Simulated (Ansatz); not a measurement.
# Energy from pressure between two volumes: Mg (P-3m1, 2 atoms in the cell)

```
Mg
1.0
    1.60018    -2.77160     0.00000
    1.60018     2.77160     0.00000
    0.00000     0.00000     5.19437
Mg
2
Direct
  0.33333   0.66667   0.25963
  0.66667   0.33333   0.75000
```

Method: LDA (PW92), default PAW files made with PBE (plane waves; Ansatz, a quantum-chemistry and plane-wave program).

Settings: basis.ecutwfc = 74.2 Ry; kpoints.mp_grid.grid = 12 12 7; hamiltonian.xc = lda; hamiltonian.pseudopotentials = {kind: paw} (the program's default PAW files); scf.occupations.method = fermi_dirac; scf.occupations.width = 0.0073 Ry. This cutoff ends a ladder whose last two steps agree within 1 meV/atom.

The second cell is the first with its lattice scaled by 0.98, at the same fractional positions.

The starting cell has typed, rounded lattice constants, without a prior relaxation at this level. Its lattice was rescaled by up to half a per cent. One atom was moved a little off its site on purpose. Ansatz's pressure includes its estimate of the finite-basis (Pulay) stress.

| cell | volume (Å³/atom) | pressure (GPa) | F less the first cell's (meV/atom) |
|---|---|---|---|
| first | 23.0374 | -2.18 | 0.00 |
| second | 21.6826 | -0.08 | ? |

Q: Estimate the energy of the second cell from the pressures, and the bulk modulus between the two volumes.

A: With P = −dF/dV, the trapezoid gives ΔF ≈ −(P₁ + P₂)/2 · ΔV = −(-1.130 GPa) · (-1.3548 Å³) = -9.56 meV/atom (1 eV/Å³ = 160.22 GPa). The modulus at fixed fractional positions is B = −ΔP/Δln V = 35 GPa, a mean over the interval; zero pressure lies outside it, so this is not the modulus at equilibrium. P(V) is curved, so the trapezoid lies high by about |ΔV|³·B·(1 + B′)/(12·V̄²) = 0.45 meV/atom for an assumed B′ = 4, which leaves -10.01 meV/atom. The runs gave -10.04 meV/atom, a miss of 0.03 meV/atom. Cases were kept where this miss is small, so the page shows the method and is no test of it.

Left out of this page: 15 runs of the series outside the window shown, repeating another row's setting, or not comparable.

Keys are those of Ansatz 0.2.
